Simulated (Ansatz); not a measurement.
**MoSi2: uniaxial strain ε_xx = −2.50 %**

Start from MoSi₂ (space group I4/mmm, No. 139; a = 3.190 Å, c = 7.822 Å; relaxed with 0.1 eV smearing). Axes: x, y, z lie along a, b, c of the conventional cell.

It is then changed as follows: uniaxial strain ε_xx = −2.50 %, all other strain components held at zero, atoms relaxed at fixed cell.

All numbers come from Kohn–Sham DFT with the PBEsol functional, run in Ansatz (a first-principles code) with PAW and 420 eV plane waves, no spin-orbit coupling. k-mesh 25×25×25 (Γ-centred); smearing 0.1 eV (Fermi–Dirac).

The volume per atom shrinks by 0.33 Å³ (13.27 Å³ → 12.94 Å³) and the space group goes from I4/mmm (No. 139) to Immm (No. 71). The shortest interatomic distance drops by 0.0049 Å (2.580 Å → 2.576 Å) and the energy rises by 11 meV/atom. The band gap stays zero and the stress (xx, yy, zz, yz, xz, xy; compression positive) comes out as (11.0, 3.4, 2.7, 0.0, 0.0, 0.0) GPa.

No phonon test of stability was made. The final runs are not spin-polarised.
